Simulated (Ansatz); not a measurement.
System: LiNbO3 (R-3c, No. 167, 10 atoms in the cell; start COD 2101178; high-temperature phase). Method: r²SCAN+SOC in Ansatz (PAW).

Numerical settings: plane-wave cutoff 560 eV, 8×8×8 k mesh, Fermi–Dirac smearing 0.01 eV, PAW data made under PBE.

Cell (measured lattice):

```cif
data_Li6Nb6O18
_chemical_formula_sum 'Nb6 O18 Li6'
_space_group_name_H-M_alt 'R-3c :H'
_space_group_IT_number 167
_space_group_name_Hall '-R 3 2"c'
_cell_length_a 5.28500
_cell_length_b 5.28500
_cell_length_c 13.84880
_cell_angle_alpha 90.000
_cell_angle_beta 90.000
_cell_angle_gamma 120.000
loop_
_atom_site_label
_atom_site_type_symbol
_atom_site_symmetry_multiplicity
_atom_site_Wyckoff_symbol
_atom_site_fract_x
_atom_site_fract_y
_atom_site_fract_z
_atom_site_occupancy
Nb1 Nb 6 b 0.00000 0.00000 0.00000 1
O1 O 18 e 0.60755 0.60755 0.25000 1
Li1 Li 6 a 0.00000 0.00000 0.25000 1
```
(The calculation used a cell of 10 atoms; values per cell refer to that cell.)

### Question
Estimate the band gap, smallest direct gap on the k points sampled and Γ–Γ gap that the calculation returns.

### Answer

- band gap = 2.80 eV (indirect)
- smallest direct gap on the k points sampled = 2.94 eV
- Γ–Γ gap = 2.97 eV

Note: held by symmetry at 0 K, a high-temperature phase can be a saddle point; cell and atoms aren't relaxed at this level (largest force component 0.14 eV/Å, pressure -5.5 GPa).

Static lattice: no zero-point or thermal effects.

The result took roughly 16 core-minutes.

Ansatz is a first-principles code.
